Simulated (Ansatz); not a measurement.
Take Cu3N (space group Pm-3m, No. 221) as the base.

```xyz
4
Lattice="3.7209 0.0000 0.0000 0.0000 3.7209 0.0000 0.0000 0.0000 3.7209" Properties=species:S:1:pos:R:3 pbc="T T T"
Cu     1.8604     0.0000     0.0000
Cu     0.0000     1.8604     0.0000
Cu     0.0000     0.0000     1.8604
N      0.0000     0.0000     0.0000
```

Cartesian axes are those of the cell as printed.

Calculations: LDA in Ansatz (plane waves to 420 eV, PAW, without spin-orbit coupling).

For the base:

The pressure is 0.0 GPa and the band gap is zero. The shortest interatomic distance comes out as 1.860 Å.

The change: the cell is stretched by 0.60 % along z with no lateral relaxation; the atoms relax in the strained cell.

Problem. What happens to the energy relative to the base, pressure, band gap and shortest interatomic distance?

Solution. The energy increases by 0.4 meV/atom; the pressure (mean of the normal stresses, compression positive) goes from zero to -0.9 GPa; the band gap remains zero; the shortest interatomic distance stays 1.860 Å.

Stability against distortions was not tested. The final runs are not spin-polarised. A zero or small gap of Cu3N can be the functional's error rather than a property of the material.

Ansatz is a quantum-chemistry and plane-wave program.
